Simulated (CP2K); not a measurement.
CP2K run on Si (Fd-3m, 2 atoms in the cell): self-consistent single point

Level of theory: PBE, GPW, DZVP-MOLOPT-SR-GTH basis, GTH-PBE potentials (GTH_POTENTIALS) run with CP2K.

Input as run:

```
&GLOBAL
  PROJECT scf
  RUN_TYPE ENERGY_FORCE
  PRINT_LEVEL LOW
&END GLOBAL
&FORCE_EVAL
  METHOD Quickstep
  STRESS_TENSOR ANALYTICAL
  &DFT
    BASIS_SET_FILE_NAME BASIS_MOLOPT
    POTENTIAL_FILE_NAME GTH_POTENTIALS
    &QS
      METHOD GPW
      EPS_DEFAULT 1E-10
    &END QS
    &MGRID
      CUTOFF 400
      REL_CUTOFF 50
      NGRIDS 4
    &END MGRID
    &SCF
      SCF_GUESS ATOMIC
      EPS_SCF 1E-6
      MAX_SCF 100
      ADDED_MOS 4
      &DIAGONALIZATION
        ALGORITHM STANDARD
      &END DIAGONALIZATION
      &MIXING
        METHOD BROYDEN_MIXING
        ALPHA 0.3
        NBUFFER 12
        BETA 1.5
      &END MIXING
      &SMEAR ON
        METHOD FERMI_DIRAC
        ELECTRONIC_TEMPERATURE [K] 580.23
      &END SMEAR
    &END SCF
    &KPOINTS
      SCHEME MONKHORST-PACK 8 8 8
      GAMMA_CENTERED T
    &END KPOINTS
    &XC
      &XC_FUNCTIONAL PBE
      &END XC_FUNCTIONAL
    &END XC
    &PRINT
      &MO
        EIGENVALUES T
        OCCUPATION_NUMBERS T
        NDIGITS 8
        FILENAME mo
        &EACH
          QS_SCF 0
        &END EACH
        ADD_LAST NUMERIC
      &END MO
      &MULLIKEN OFF
      &END MULLIKEN
    &END PRINT
  &END DFT
  &SUBSYS
    &CELL
      ABC 3.84927700 3.84927754 3.84927778
      ALPHA_BETA_GAMMA 59.99999446 59.99999810 59.99999602
      PERIODIC XYZ
    &END CELL
    &COORD
      Si       1.92463875     1.11119075     0.78573050
      Si       0.00000000     0.00000000     0.00000000
    &END COORD
    &KIND Si
      BASIS_SET DZVP-MOLOPT-SR-GTH-q4
      POTENTIAL GTH-PBE-q4
    &END KIND
  &END SUBSYS
  &PRINT
    &FORCES ON
    &END FORCES
    &STRESS_TENSOR ON
    &END STRESS_TENSOR
  &END PRINT
&END FORCE_EVAL
```

Output (repeated stretches shortened):

```
 GLOBAL| Method name                                                        CP2K
 GLOBAL| Project name                                                        scf
 GLOBAL| Run type                                                   ENERGY_FORCE

 TOTAL NUMBERS AND MAXIMUM NUMBERS

  Total number of            - Atomic kinds:                                   1
                             - Atoms:                                          2
                             - Shell sets:                                     2
                             - Shells:                                        10
                             - Primitive Cartesian functions:                  8
                             - Cartesian basis functions:                     28
                             - Spherical basis functions:                     26

  Maximum angular momentum of- Orbital basis functions:                        2
                             - Local part of the GTH pseudopotential:          0
                             - Non-local part of the GTH pseudopotential:      2

 SCF PARAMETERS         Density guess:                                    ATOMIC
                        max_scf:                                             100
                        max_diis:                                              4
                        eps_scf:                                        1.00E-06
                        eps_diis:                                       1.00E-01
                        eps_eigval:                                     1.00E-05
                        level_shift [a.u.]:                             0.000000
                        added MOs                                         4    0
                        Mixing method:                            BROYDEN_MIXING
                                                charge density mixing in g-space
                        Smear method:                                FERMI_DIRAC
                        Electronic temperature [K]:                        580.2
                        Electronic temperature [a.u.]:                  1.84E-03
                        Accuracy threshold:                             1.00E-10
                        No outer SCF

 Extrapolation method: initial_guess

 Number of electrons:                                                          8
 Number of occupied orbitals:                                                  4
 Number of molecular orbitals:                                                 8

 Number of orbital functions:                                                 26
 Number of independent orbital functions:                                     26

 SCF WAVEFUNCTION OPTIMIZATION

  Step     Update method      Time    Convergence         Total energy    Change
     1 NoMix/Diag. 0.30E+00      -     1.05944416        -7.9513430417 -7.95E+00
     2 Broy./Diag. 0.30E+00      -     0.00427443        -7.9179263079  3.34E-02
     3 Broy./Diag. 0.30E+00      -     0.02147629        -7.8005504446  1.17E-01
     4 Broy./Diag. 0.30E+00      -     0.00171425        -7.8371532981 -3.66E-02
     5 Broy./Diag. 0.30E+00      -     0.00355377        -7.8537464709 -1.66E-02
     6 Broy./Diag. 0.30E+00      -     0.00145134        -7.8669259357 -1.32E-02
     7 Broy./Diag. 0.30E+00      -     0.00029623        -7.8715203737 -4.59E-03
     8 Broy./Diag. 0.30E+00      -     0.00001751        -7.8724348718 -9.14E-04
     9 Broy./Diag. 0.30E+00      -     0.00001534        -7.8727699941 -3.35E-04
    10 Broy./Diag. 0.30E+00      -     0.00000233        -7.8728478310 -7.78E-05
    11 Broy./Diag. 0.30E+00      -     0.00000071        -7.8728591247 -1.13E-05

  *** SCF run converged in    11 steps ***

  Electronic density on regular grids:         -8.0000000000        0.0000000000
  Core density on regular grids:                7.9999999985       -0.0000000015
  Total charge density on r-space grids:       -0.0000000015
  Total charge density g-space grids:          -0.0000000015

  Overlap energy of the core charge distribution:               0.00000000001171
  Self energy of the core charge distribution:                -20.51598485628205
  Core Hamiltonian energy:                                      4.31140135042646
  Hartree energy:                                              10.73676748384470
  Exchange-correlation energy:                                 -2.40504254362929
  Electronic entropic energy:                                  -0.00000055915048
  Fermi energy:                                                 0.20121855979486

  Total energy:                                                -7.87285912471734
  Total energy (extrapolated to T->0):                         -7.87285884514211

 ENERGY| Total FORCE_EVAL ( QS ) energy [hartree]             -7.872858828847036

 FORCES| Atomic forces [hartree/bohr]
 FORCES|   Atom     x               y               z               |f|
 FORCES|      1 -3.21541810E-08 -2.04714824E-08  2.64797762E-08   4.64128376E-08
 FORCES|      2  3.68832416E-08  2.32018634E-08 -2.45490932E-08   5.00135777E-08
 FORCES| Sum     4.72906062E-09  2.73038094E-09  1.93068303E-09
 FORCES| Total atomic force                                       5.79193676E-09

 STRESS| Analytical stress tensor [bar]
 STRESS|                        x                   y                   z
 STRESS|      x        1.00370775889E+04  -1.05813631434E-01  -7.46621240995E-02
 STRESS|      y       -1.05813631434E-01   1.00365213169E+04  -6.53211708125E-02
 STRESS|      z       -7.46621240995E-02  -6.53211708125E-02   1.00367244717E+04
 STRESS| 1/3 Trace                                             1.00367744592E+04
```

The run converged in 11 iterations.

The starting cell comes from a database of computed structures (which also holds hypothetical and non-ambient phases and stackings), without a prior relaxation at this level. Values carry the incompleteness of an atom-centred basis.
